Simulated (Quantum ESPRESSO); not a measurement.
## Several settings converged on Pd (P-3m1, 2 atoms in the cell)

```
Pd
1.0
    2.77532     0.00000     0.00000
   -1.38766     2.40350     0.00000
    0.00000     0.00000     4.61500
Pd
2
Direct
  0.66667   0.33333   0.76083
  0.33333   0.66667   0.25000
```
Moments meant for the start (each program seeds them in its own way; μB, in the order of the atoms Pd Pd): 1.0 1.0.

Base method: LDA (PZ), PSlibrary PAW (LDA) pseudopotentials (plane waves; Quantum ESPRESSO).

Base settings: ecutwfc = 40 Ry; ecutrho = 480 Ry; occupations = smearing; smearing = fd; degauss = 0.0073499 Ry; nspin = 2; potentials = {Pd: Pd.pz-n-kjpaw_psl.1.0.0.UPF}; K_POINTS = automatic 5 5 3 0 0 0; conv_thr = 1e-11 Ry; mixing_beta = 0.3.

The count of work is k-points × plane waves × bands × iterations; it is no time. 

**The cutoff for other potential files**

Level: DFT, LDA (PZ), plane waves, PSlibrary ultrasoft (LDA) pseudopotentials.

In this ladder: pseudopotentials = {Pd: Pd.pz-n-rrkjus_psl.1.0.0.UPF}. Moved along: ecutrho.

The second cell is the first with its lattice scaled by 0.98.

The mesh stays at the base's, so the ladder's end is converged at best in this setting alone.

Only quantities that move along the ladder and can be compared are tabulated.

| ecutwfc | free energy less the last step's (meV/atom) | energy of the compressed cell less the first (meV/atom) | pressure (GPa) | largest difference of a force vector from the last step's (eV/Å) | count of work / last |
|---|---|---|---|---|---|
| 18 Ry | 8898.43 | -245.05 | -403.26 | 0.142 | 0.12 |
| 22 Ry | 1892.52 | 22.96 | -133.44 | 0.005 | 0.16 |
| 28 Ry | 141.37 | -30.77 | -20.30 | 0.009 | 0.22 |
| 34 Ry | 72.77 | -26.92 | -10.26 | 0.002 | 0.29 |
| 40 Ry | 46.78 | -27.08 | -11.88 | 0.001 | 0.37 |
| 48 Ry | 10.20 | -27.20 | -10.79 | 0.000 | 0.47 |
| 60 Ry | 5.32 | -27.35 | -10.23 | 0.000 | 0.66 |
| 80 Ry | 0.00 | -27.34 | -10.16 | 0.000 | 1.0 |

Coarsest ecutwfc that holds the energy of the compressed cell less the first within 2 meV/atom of the last step, with all finer ones: 34 Ry, at 0.29 of the last step's count of work; the step before is off by 3.4 meV/atom.

Coarsest ecutwfc that holds the pressure within 1 GPa of the last step, with all finer ones: 48 Ry; the step before is off by 1.7 GPa.

Coarsest ecutwfc that holds the free energy within 2 meV/atom: not settled: the last two steps still differ by 5.3 meV/atom, over half the tolerance, so the ladder does not show it.

At the lowest cutoff the pressure lies 393 GPa under the last step's, the usual sign of Pulay stress in an incomplete plane-wave basis.

**The relaxed cell against the cutoff**

On Pd (P6_3/mmc, 2 atoms in the cell): atoms on their sites.

In this ladder: calculation = vc-relax; tprnfor = default; tstress = default. Moved along: ecutrho.

The mesh stays at the base's, so the ladder's end is converged at best in this setting alone.

Only quantities that move along the ladder and can be compared are tabulated.

| ecutwfc | relaxed volume (Å³/atom) | relaxation steps |
|---|---|---|
| 20 Ry | 11.744 | 4 |
| 24 Ry | 13.251 | 4 |
| 28 Ry | 14.243 | 5 |
| 34 Ry | 14.475 | 6 |
| 40 Ry | 14.397 | 5 |
| 48 Ry | 14.492 | 5 |
| 60 Ry | 14.506 | 5 |
| 80 Ry | 14.517 | 5 |

Coarsest ecutwfc that holds the relaxed volume within 0.073 Å³/atom of the last step, with all finer ones: 48 Ry; the step before is off by 0.12 Å³/atom.

At the lowest cutoff the cell relaxes to a volume 19 % smaller than at the highest.

On the base run: the starting cell comes from a database of computed structures (which also holds hypothetical and non-ambient phases and stackings), without a prior relaxation at this level. Its lattice was rescaled by up to half a per cent. One atom was moved a little off its site on purpose. The starting moments vanished: the run ended non-magnetic. Without a gap this mesh is coarse (it stands for a supercell whose shortest vector is 14 Å).
